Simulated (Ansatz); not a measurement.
An Ansatz (a quantum-chemistry and plane-wave program) run: a single point on CaF2 with a change (pressure 0.7 GPa), its geometry relaxed with PBEsol; HSE06 in Ansatz (plane waves to 420 eV, PAW, without spin-orbit coupling).

Input:

Ansatz 0.2 input:
```yaml
crystal:
  lattice:
    - [3.453616214, 0, 0]
    - [0, 4.0954010444, 0]
    - [0, 0, 5.8608556738]
  atoms:
    - { symbol: Ca, position: [0, 0.1443262369, 0.7020176893] }
    - { symbol: Ca, position: [0, 0.8556737631, 0.2020176893] }
    - { symbol: F, position: [0.5, 0.0901021881, 0.9797969908] }
    - { symbol: F, position: [0.5, 0.9098978119, 0.4797969908] }
    - { symbol: F, position: [0, 0.6327046107, 0.8511853198] }
    - { symbol: F, position: [0, 0.3672953893, 0.3511853198] }
basis: { ecutwfc: 420, ecutrho_ratio: 4, xc_grid: 2, fft_grid_basis: typed }
kpoints: { mp_grid: { grid: [6, 6, 4] } }
hamiltonian:
  xc: hse06
  dispersion: none
  pseudopotentials: { kind: paw }
scf: { occupations: { method: fermi_dirac, width: 0.01 } }
output: { eigenvalues: true, eigenstates: { kpoints: [[0.5, 0.5, 0], [0, 0, 0], [0, 0.5, 0], [0, 0, 0.5]] } }
```

Output (explanatory and most iteration lines left out):

```
Pseudopotential: Ca, paw, valence charge 10
Pseudopotential: F, paw, valence charge 7
Crystal: 6 atoms, lattice volume = 82.896 Å³
Basis set: ecut = 420 eV, 1617 PW (Γ), exchange–correlation on 48×60×80 points (8 copies of the dense FFT grid, shifted against one another)
Bands: 30, of which v1, the nominal top of the filled ones, is band 24 counted from 1 (23 counted from 0)
Symmetry: 4 space group operations
Space group: Pmc21 (ITA 26), of the structure as read, at distance tolerance 4.4e-5 Å
k-points: 48 of 144 (time reversal used)
Functional: x = pbe(κ = 0.804, μ = 0.2195149727645171), c = pbe(β = 0.06672455060314922), warm-up for x = pbe(κ = 0.804, μ = 0.2195149727645171) + 0.25 (exact …
SCF iter   1: F=—  HF=-6878.466160 eV  |F-HF|=—  |Δ(HF+E_count)|=         —  Δρ=9.06e-4  dr2=2.68e-4  ethr=1.77e-3  ⟨swp⟩=2.0  Hψ=11132  notcnv=0
SCF iter   2: F=-6878.467134 eV  HF=-6878.466885 eV  |F-HF|=2.49e-4  |Δ(HF+E_count)|=   7.25e-4  Δρ=4.69e-4  dr2=6.29e-5  ethr=5.57e-7  ⟨swp⟩=5.7  Hψ=4470  notcnv=0  defer=101
SCF 1 stopped early in 2 iterations: F = -6878.467134 eV  dr2 = 6.29e-5
Crystal: 6 atoms, lattice volume = 82.896 Å³
Functional: x = pbe(κ = 0.804, μ = 0.2195149727645171) + 0.25 (exact − pbe) at short range (hse, ω = 0.20786987370883472 Å⁻¹), c = pbe(β = 0.06672455060314922); HSE06 as pw.x's `hse` composes it (authors' and Libxc's form: `xc: wpbeh`)
SCF iter   1: F=—  HF=-6879.559561 eV  |F-HF|=—  |Δ(HF+E_count)|=         —  Δρ=9.89e-3  dr2=1.04e-1  ethr=1.31e-6  ⟨swp⟩=8.1  Hψ=7421  notcnv=0
SCF iter   2: F=—  HF=-6879.527378 eV  |F-HF|=—  |Δ(HF+E_count)|=   3.22e-2  Δρ=6.90e-3  dr2=1.30e-2  ethr=1.31e-6  ⟨swp⟩=5.2  Hψ=6440  notcnv=0
SCF 2 stopped early in 7 iterations: F = -6879.541325 eV  dr2 = 1.35e-6
Crystal: 6 atoms, lattice volume = 82.896 Å³
SCF iter   1: F=—  HF=-6879.541639 eV  |F-HF|=—  |Δ(HF+E_count)|=         —  Δρ=9.69e-5  dr2=5.79e-6  ethr=3.41e-7  ⟨swp⟩=6.3  Hψ=4298  notcnv=0
SCF iter   2: F=—  HF=-6879.541637 eV  |F-HF|=—  |Δ(HF+E_count)|=   1.88e-6  Δρ=2.06e-5  dr2=1.22e-7  ethr=1.54e-10  ⟨swp⟩=3.9  Hψ=7033  notcnv=0
SCF 3 converged in 4 iterations: F = -6879.541637 eV  dr2 = 5.71e-9
Free energy (F): -6879.541637 eV
Internal energy: -6879.541637 eV  (E = F + TS)
E sigma→0 (E₀):  -6879.541637 eV
Fermi energy:    6.032739 eV
```

Single points use the geometry relaxed with PBEsol. HSE06 was sampled on its mesh, a few special points and the semilocal edge points, so its gap is an upper bound. Load acts through the strain it causes; cell and atoms are relaxed under it. Stability against distortions was not tested. The cell was made from CaF2 (space group Pmc2_1, No. 26; a cell from a computed database, its experimental status unchecked) by this change: pressure 0.7 GPa.
